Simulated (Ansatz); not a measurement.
```
CELL_PARAMETERS angstrom
     19.00000     0.00000     0.00000
      0.00000    19.50000     0.00000
      0.00000     0.00000     2.66306
ATOMIC_POSITIONS crystal
  Ir 0.29878 0.36291 0.50000
  Ir 0.29829 0.50000 0.50000
  Ir 0.29878 0.63709 0.50000
  Ir 0.39530 0.29698 0.00000
  Ir 0.50000 0.35632 0.50000
  Ir 0.39829 0.43193 0.00000
  Ir 0.50000 0.50000 0.50000
  Ir 0.39829 0.56807 0.00000
  Ir 0.50000 0.64368 0.50000
  Ir 0.39530 0.70302 0.00000
  Ir 0.60470 0.29698 0.00000
  Ir 0.70122 0.36291 0.50000
  Ir 0.60171 0.43193 0.00000
  Ir 0.70171 0.50000 0.50000
  Ir 0.60171 0.56807 0.00000
  Ir 0.70122 0.63709 0.50000
  Ir 0.60470 0.70302 0.00000
```

Computed with PBE (plane waves to 420 eV, PAW; Ansatz, an electronic-structure program). Mesh 1×1×24. No spin polarisation, so a magnetic state wasn't tested. Isolated but for its images some 11 Å away. A hypothetical model. It keeps the symmetry and period of its start, so it need not be a minimum against all distortions. Values not marked SOC lack spin–orbit coupling. Buckling under compression is shut out by symmetry and the short period.

**Question.** Give the properties of this body.

**Answer.** 
* **largest distance between nuclei across the axis**: 9.33 Å
* **PBE gap**: none (under 0.01 eV)
* **crossings of the Fermi level between Γ and the zone edge (49 points)**: 15, each for both spins (ideal conductance 15 × 2e²/h)
* **axial stiffness dF/dε**: 534 nN
